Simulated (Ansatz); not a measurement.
The starting structures come from a database of crystals and need not be the phases stable at ambient conditions.

The decay constant κ of evanescent states in the gap governs leakage through a thin film.

Data:

```xyz
4
Lattice="4.0915 0.0000 0.0000 2.0458 6.7805 0.0000 2.0458 0.6172 3.4892" Properties=species:S:1:pos:R:3 pbc="T T T"
Al     6.1373     0.6220     3.4884
Ga     4.0915     3.6961     1.7451
As     2.0458     4.3180     0.4356
As     4.0915     1.2279     2.1817
```

Space group of this cell: R3m. The cell is strained (all lengths scaled by 1.02); by r2SCAN its mean pressure is -3.8 GPa.

Transport runs along the normal of the first two printed cell vectors, the (101) plane of the conventional cell.

No gap correction and no spin-orbit coupling; mid-gap values are interpolated between computed energies.

Task: Predict the band gap and the smallest decay constant κ at mid-gap from Ansatz (a quantum-chemistry and plane-wave program) with r2SCAN.

Result: Gap 0.97 eV on a 10×10×10 mesh; κ = 0.061 1/Å, at the zone centre.
